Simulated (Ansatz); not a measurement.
# LiTaO3 (space group R3c, No. 161)

```
CELL_PARAMETERS angstrom
      2.59549     1.49851     4.63811
     -2.59549     1.49851     4.63811
      0.00000    -2.99701     4.63811
ATOMIC_POSITIONS crystal
  Li 0.70591 0.70591 0.70591
  Li 0.20591 0.20591 0.20591
  Ta 0.98792 0.98792 0.98792
  Ta 0.48792 0.48792 0.48792
  O  0.62570 0.86899 0.26119
  O  0.86899 0.26119 0.62570
  O  0.26119 0.62570 0.86899
  O  0.76119 0.36899 0.12570
  O  0.36899 0.12570 0.76119
  O  0.12570 0.76119 0.36899
```

The values are results of PBE (Ansatz, a program for electronic structure), scalar-relativistic without spin-orbit coupling, earlier PAW set, not measurements. k-mesh 8×8×8 (Γ-centred); smearing 0.05 eV (Fermi–Dirac).

```json
{
  "volume_per_atom": "10.82 Å³",
  "density": "7.24 g/cm³",
  "band_gap": "3.80 eV (uncertain: the edges found on the path are not clean extrema)",
  "total_energy": "-2369.283 eV/atom (σ→0; compares only within this code and set-up)"
}
```

Spin-orbit coupling, missing from the scalar runs, can matter with Ta. No phonon test of stability was made.
